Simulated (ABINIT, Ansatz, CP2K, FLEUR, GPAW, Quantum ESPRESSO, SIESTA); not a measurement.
**One structure in several programs: WSi₂ (I4/mmm, 3 atoms in the cell)**

Self-consistent single point, at a second geometry (lattice scaled by 0.98). First geometry:

```
CELL_PARAMETERS angstrom
     -1.61078     1.61078     3.92909
      1.61078    -1.61078     3.92909
      1.61078     1.61078    -3.92909
ATOMIC_POSITIONS crystal
  Si 0.66500 0.66500 0.00000
  Si 0.33500 0.33500 0.00000
  W  0.00000 0.00000 0.00000
```

Shared settings, as Ansatz (an electronic-structure program) writes them: kpoints.mp_grid.grid = 10 10 10; scf.occupations.method = fermi_dirac; scf.occupations.width = 0.136 eV. Potentials and cutoffs stand in the table.

```csv
code,model,ΔF from the first geometry (meV/atom),pressure (GPa),largest force (eV/Å),cutoff
GPAW,"PBE, GPAW PAW datasets PBE (gpaw-data 1.0.1)",48.4,18.06,0.293,550 eV
ABINIT,"PBE, norm-conserving pseudopotentials (PseudoDojo nc-sr-05 PBE standard)",44.8,17.18,0.279,37 Ha
FLEUR,"PBE, all-electron FLAPW (FLEUR), scalar-relativistic valence",46.7,–,0.291,Kmax 4.4 1/bohr
Ansatz,"PBE, default PAW files",44.4,17.09,0.276,default
SIESTA,"GGA PBE, numerical atomic orbitals DZP, PseudoDojo PBE standard norm-conserving potentials (rewritten from UPF to PSML)",55.5,19.43,0.324,grid 350 Ry
CP2K,"PBE, GPW, DZVP-MOLOPT-SR-GTH basis, GTH-PBE potentials (GTH_POTENTIALS)",42.2,16.50,0.267,grid 500 Ry
Quantum ESPRESSO,"PBE, PseudoDojo standard norm-conserving (PBE) pseudopotentials",44.8,17.17,0.279,75 Ry
```

A dash marks a value that a program does not give, or that is left out as unsure.

On Ansatz's run: spin-orbit coupling is off. Spin polarisation is off.

The spread over the programs that give each value: ΔF from the first geometry within 13.3 meV/atom; pressure within 2.93 GPa; largest force within 0.057 eV/Å.

SIESTA and CP2K use small atom-centred bases, whose incompleteness enters pressures, forces and empty levels differently from a plane-wave cutoff. FLEUR treats all electrons, but the usual bases taken here (sphere radii, linearisation, local orbitals, empty states) were not tested for convergence, so the values are no reference for the others. Ansatz's pressure is given at a fixed set of plane waves, as the other plane-wave codes print theirs; with its correction for the finite basis it is 17.14 GPa. In the pressure, SIESTA (by 2.25) lies more than 1 GPa from the median of the plane-wave programs.

The starting cell has typed, rounded lattice constants, without a prior relaxation at this level. Its lattice was rescaled by a random factor within 2.5 % of one. For this run, on top of that: lattice scaled by 0.98.

Left out of this page: Elk (not drawn, or without a comparable value).

Keys are those of Ansatz 0.2.
